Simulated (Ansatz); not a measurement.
A calculation on C11b MoSi2 returned lattice constant a 3.156 Å, lattice parameter c 7.755 Å.

For reference: lattice constant a 3.205 Å (measured, temperature not stated, no zero-point or thermal correction; as tabulated in Pavlosiuk et al. (2022), arXiv:2202.05362); lattice parameter c 7.845 Å (measured, temperature not stated, not corrected to a static lattice; as tabulated in Pavlosiuk et al. (2022), arXiv:2202.05362).

Which level of theory produced these numbers?
A) PBEsol-D3(BJ) (Ansatz (a program for electronic structure))
B) PBE (Ansatz)
C) r²SCAN+rVV10 (Ansatz)
D) Hartree–Fock (Ansatz)

A, PBEsol-D3(BJ) (Ansatz)

The others give: PBE 3.217 Å, 7.873 Å; r²SCAN+rVV10 3.196 Å, 7.810 Å; Hartree–Fock 3.225 Å, 7.818 Å.

Unless a cell is named, each level is at its own relaxed cell (Hartree–Fock 13.55, PBE 13.58, PBEsol-D3(BJ) 12.88, r²SCAN+rVV10 13.30 Å³/atom).

Ansatz's density-functional and Hartree–Fock values are scalar-relativistic unless marked +SOC, with PAW data made under PBE.
